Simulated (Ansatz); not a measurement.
Density of states of Zr3N4 (Fd-3m) above the conduction band minimum, PBEsol, rigid bands in Ansatz (an electronic-structure program); cell volume 187.3 Å³.

(energy from edge (eV), 10⁻³ states/eV/cell): (0.006, 35.8); (0.031, 80.9); (0.056, 114); (0.081, 144); (0.106, 171); (0.131, 197); (0.156, 224); (0.181, 252); (0.206, 275); (0.231, 304); (0.256, 328); (0.281, 356); (0.319, 393); (0.344, 420); (0.369, 445); (0.394, 473); (0.419, 499); (0.444, 529); (0.469, 554); (0.494, 584); (0.519, 607); (0.544, 638); (0.569, 667); (0.594, 697)

Task: What effective density of states at 300 K does this give (∫ g(E) exp(−E/k_BT) dE, both spins, divided by the cell's size)?

Result: 9.5e18 cm⁻³, a density-of-states mass of 0.52 mₑ, valleys and band degeneracy included.

Spin-orbit coupling is left out. Geometry: cell and atoms relaxed with PBEsol.

Computed structure with no diffraction record at hand here (it may be known, metastable or hypothetical): Zr3N4 (Fd-3m).
